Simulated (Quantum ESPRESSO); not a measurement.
**Habitual settings against a tight run: Al (Fm-3m, 1 atom in the cell)**

Self-consistent single point.

```yaml
crystal:
  lattice:
    - [0.00000, 1.97746, 1.97746]
    - [1.97746, 0.00000, 1.97746]
    - [1.97746, 1.97746, 0.00000]
  atoms:
    - { symbol: Al, position: [0.00000, 0.00000, 0.00000] }
```

Computed with LDA (PW92), PseudoDojo standard norm-conserving (LDA) pseudopotentials (plane waves; Quantum ESPRESSO 7.5).

Base settings: ecutwfc = 45 Ry; occupations = smearing; smearing = marzari-vanderbilt; degauss = 0.0073499 Ry; potentials = {Al: Al.upf}; K_POINTS = automatic 14 14 14 0 0 0; conv_thr = 1e-10 Ry; mixing_beta = 0.3.

Tight run (finer mesh or higher cutoff; not a proven limit): ecutwfc: 45 Ry → 63 Ry; conv_thr: 1e-10 Ry → 7.3e-11 Ry; K_POINTS: automatic 14 14 14 0 0 0 → automatic 19 19 19 0 0 0. It gave Fermi level (on the code's own zero) 8.42 eV; pressure 1.54 GPa.

Quick runs, as changes from the base:
- A: the base itself
- B: ecutwfc: 45 Ry → 27 Ry; degauss: 0.0073499 Ry → 0.0099958 Ry; K_POINTS: automatic 14 14 14 0 0 0 → automatic 6 6 6 0 0 0
- C: ecutwfc: 45 Ry → 31 Ry; smearing: marzari-vanderbilt → fermi-dirac; degauss: 0.0073499 Ry → 0.019992 Ry; K_POINTS: automatic 14 14 14 0 0 0 → automatic 4 4 4 0 0 0
- D: ecutwfc: 45 Ry → 31 Ry; conv_thr: 1e-10 Ry → 7.3e-05 Ry; K_POINTS: automatic 14 14 14 0 0 0 → automatic 8 8 8 1 1 1
- E: ecutwfc: 45 Ry → 27 Ry; smearing: marzari-vanderbilt → gaussian; degauss: 0.0073499 Ry → 0.0147 Ry; K_POINTS: automatic 14 14 14 0 0 0 → automatic 3 3 3 0 0 0
- F: ecutwfc: 45 Ry → 32 Ry; degauss: 0.0073499 Ry → 0.0147 Ry; K_POINTS: automatic 14 14 14 0 0 0 → automatic 2 2 2 1 1 1; potentials: PseudoDojo standard norm-conserving (PBESOL) [PBEsol]

Energies are extrapolated to zero smearing width, which holds to low order in the width alone (under cold and Methfessel-Paxton smearing the free energy itself is taken).

Dashes: energy of F, another energy zero.

† marks runs with another functional, U, potentials or spin treatment: their distance from the tight run is not a convergence error alone.

The count of work is k-points × plane waves × bands × iterations; it is no time. 

The starting cell comes from a database of computed structures (which also holds hypothetical and non-ambient phases and stackings), without a prior relaxation at this level. Its lattice was rescaled by a random factor within 2.5 % of one.

| run | energy less tight (meV/atom) | pressure less tight (GPa) | count of work / tight |
|---|---|---|---|
| A | 2.8 | -0.32 | 0.29 |
| B | -57.6 | 0.12 | 0.021 |
| C | 261.8 | 0.94 | 0.012 |
| D | -4.9 | -0.61 | 0.041 |
| E | 587.7 | -1.63 | 0.0052 |
| F† | – | 4.91 | 0.0032 |

Among the runs at the tight run's level, the energy misses run from 2.8 to 587.7 meV/atom.
